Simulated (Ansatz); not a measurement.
Rock-salt NaH, treated with r²SCAN0 (plane waves, PAW; Ansatz, an electronic-structure program).

Settings: plane-wave cutoff 520 eV, 10×10×10 k mesh, Fermi–Dirac smearing 0.01 eV, scalar-relativistic PAW data made under PBE.

The cell has the measured lattice parameters. Conventional cell: a = 4.8720 Å, b = 4.8720 Å, c = 4.8720 Å, α = 90.00°, β = 90.00°, γ = 90.00°.

```
CELL_PARAMETERS angstrom
      0.00000     2.43600     2.43600
      2.43600     0.00000     2.43600
      2.43600     2.43600     0.00000
ATOMIC_POSITIONS crystal
  Na 0.00000 0.00000 0.00000
  H  0.50000 0.50000 0.50000
```

Problem. List the 5 lowest band energies at Γ above −25 eV (eV, relative to the valence band maximum), grouping those that round alike.

Solution. At Γ: -24.95 (×3), -3.90, 13.09.

Note: the run warned that its exchange threshold was loose for the stress; cell and atoms aren't relaxed at this level (pressure -1.3 GPa).
